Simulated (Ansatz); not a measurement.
**TiAl3: isotropic strain +4.74 %**

The parent structure is TiAl₃ (space group I4/mmm, No. 139; a = 3.826 Å, c = 8.554 Å; relaxed with 0.1 eV smearing).

It is then changed as follows: every lattice vector is stretched by 4.74 %, atoms relaxed at fixed cell.

All numbers come from r2SCAN (Ansatz, a first-principles code, PAW, spin-orbit coupling left out). Settings: 21×21×21 k-points, 0.1 eV Fermi–Dirac smearing.

- Volume per atom: 17.99 Å³ (base 15.65 Å³)
- Space group: I4/mmm (No. 139) (base I4/mmm (No. 139))
- Energy relative to the base (free energy F): +99 meV/atom
- Pressure (mean of the normal stresses, compression positive): -12.0 GPa (base 0.0 GPa)
- Band gap: zero (base zero)

Final structure:

```xyz
4
Lattice="-2.0038 2.0038 4.4798 2.0038 -2.0038 4.4798 2.0038 2.0038 -4.4798" Properties=species:S:1:pos:R:3 pbc="T T T"
Al     0.0000     0.0000     4.4798
Al     0.0000     2.0038     2.2399
Al     2.0038     0.0000     2.2399
Ti     0.0000     0.0000     0.0000
```

Whether these cells are dynamically stable was not tested. All final runs are without spin polarisation.
